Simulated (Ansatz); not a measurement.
A self-consistent single point of Ge2W (I4mm, 3 atoms in the cell) with Ansatz (a first-principles code).

Method of the run: PBEsol, PAW files made with PBE (plane waves; Ansatz).

The change in words: lattice scaled by 0.98; basis.ecutwfc: 420 eV → 505 eV. Reference geometry:
```xyz
3
Lattice="-1.6706 1.6706 4.1092 1.6706 -1.6706 4.1092 1.6706 1.6706 -4.1092" Properties=species:S:1:pos:R:3 pbc="T T T"
Ge     0.0000     0.0000     2.8245
Ge     0.0000     0.0000     5.4440
W      0.0000     0.0000     0.0000
```

Reference input (self-consistent single point, DFT, PBEsol, plane waves, PAW files made with PBE): basis.ecutwfc = 420 eV; kpoints.mp_grid.grid = 8 8 8; hamiltonian.xc = pbesol; hamiltonian.pseudopotentials = {kind: paw} (the program's default PAW files); scf.occupations.method = gaussian; scf.occupations.width = 0.1 eV. This run's input differs from it in these lines:

Ansatz 0.2 input:
```diff
@@ -3,5 +3,5 @@
   lattice:
-    - [-1.670601, 1.670601, 4.109244]
-    - [1.670601, -1.670601, 4.109244]
-    - [1.670601, 1.670601, -4.109244]
+    - [-1.637189, 1.637189, 4.027059]
+    - [1.637189, -1.637189, 4.027059]
+    - [1.637189, 1.637189, -4.027059]
   atoms:
@@ -11,3 +11,3 @@
 basis:
-  ecutwfc: 420.0 eV
+  ecutwfc: 505.0 eV
 kpoints:
```

Log, with long lists cut:

```
SCF iter   1: F=—  HF=-18764.923077 eV  |F-HF|=—  |Δ(HF+E_count)|=         —  Δρ=5.27e-2  dr2=1.21e0  ethr=3.10e-3  ⟨swp⟩=5.1  Hψ=5798  notcnv=0
all-band conjugate gradients solve this SCF's bands
preconditioner: auto → none
SCF iter   2: F=—  HF=-18764.648769 eV  |F-HF|=—  |Δ(HF+E_count)|=   2.74e-1  Δρ=2.33e-2  dr2=1.57e-1  ethr=2.88e-3  ⟨swp⟩=2.0  Hψ=2313  notcnv=0  defer=49
   [... lines left out ...]
SCF iter   4: F=—  HF=-18764.622639 eV  |F-HF|=—  |Δ(HF+E_count)|=   1.29e-4  Δρ=9.93e-4  dr2=8.64e-4  ethr=7.56e-6  ⟨swp⟩=2.0  Hψ=2584  notcnv=0  defer=49
SCF iter   5: F=—  HF=-18764.622370 eV  |F-HF|=—  |Δ(HF+E_count)|=   2.69e-4  Δρ=1.45e-4  dr2=9.35e-6  ethr=2.06e-6  ⟨swp⟩=3.0  Hψ=2679  notcnv=0  defer=49
SCF iter   6: F=—  HF=-18764.622366 eV  |F-HF|=—  |Δ(HF+E_count)|=   4.68e-6  Δρ=5.28e-5  dr2=1.61e-6  ethr=2.23e-8  ⟨swp⟩=2.2  Hψ=2610  notcnv=0  defer=49
SCF iter   7: F=-18764.622365 eV  HF=-18764.622365 eV  |F-HF|=5.88e-9  |Δ(HF+E_count)|=   5.02e-7  Δρ=1.49e-5  dr2=3.04e-8  ethr=2.38e-10  ⟨swp⟩=6.6  Hψ=6999  notcnv=0
SCF 1 converged in 7 iterations: F = -18764.622365 eV  dr2 = 3.04e-8
Free energy (F): -18764.622365 eV
Internal energy: -18764.620196 eV  (E = F + TS)
E sigma→0 (E₀):  -18764.621281 eV
Entropy (-TS):   -0.002169 eV (-0.723 meV/atom)
Fermi energy:    18.532128 eV
--- Forces (eV/Å), atoms counted from 1 ---
  atom   1  Ge    -0.00000000    -0.00000000    -0.87963911
  atom   2  Ge     0.00000000     0.00000000     0.59380497
  atom   3  W      0.00000000    -0.00000000     0.28585164
--- Stress (GPa, compression-positive) ---
        7.314593       0.000000       0.000000
        0.000000       7.314593       0.000000
        0.000000       0.000000      10.526919
  P = ⅓ Tr σ = 8.3854 GPa (83.854 kbar)
  The stress holds the Pulay correction. Without it, at fixed plane waves, as pw.x and ABINIT print it: P = 8.3733 GPa
```

The run converged in 7 iterations. Against the reference run the free energy goes up by 9.6 meV/atom, the pressure goes from -3.92 to 8.39 GPa and the largest force goes from 0.555 to 0.880 eV/Å.

The starting cell comes from a database of computed structures (which also holds hypothetical and non-ambient phases and stackings), without a prior relaxation at this level. Its lattice was rescaled by up to half a per cent. One atom was moved a little off its site on purpose. For this run, on top of that: lattice scaled by 0.98. Spin polarisation is off. Ansatz's pressure includes its estimate of the finite-basis (Pulay) stress.
